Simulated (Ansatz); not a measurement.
Given:

```
NbAs
1.0
   -1.71971     1.71971     5.79693
    1.71971    -1.71971     5.79693
    1.71971     1.71971    -5.79693
Nb As
2 2
Direct
  0.74924   0.74924   0.00000
  0.49924   0.99924   0.50000
  0.16776   0.16776   0.00000
  0.91776   0.41776   0.50000
```

Calculation: PBEsol with spin-orbit coupling, rigid bands (plane waves, PAW; Ansatz, a quantum-chemistry and plane-wave program). Condition of this run: spin-orbit coupling switched on. How the cell was made: cell and atoms relaxed with PBEsol.

Problem. Is this a good metal at this level?

Solution. No. No gap is resolved, and few carriers conduct, as in a semimetal or a zero-gap semiconductor. N(E_F) = 0.168 states/eV a cell at 300 K and the Drude plasma energy along the best axis is 1.11 eV, several times under that of a simple or noble metal.

Formula and space group known from diffraction (Crystallography Open Database), not checked to be the room-temperature form: NbAs (I4_1md).
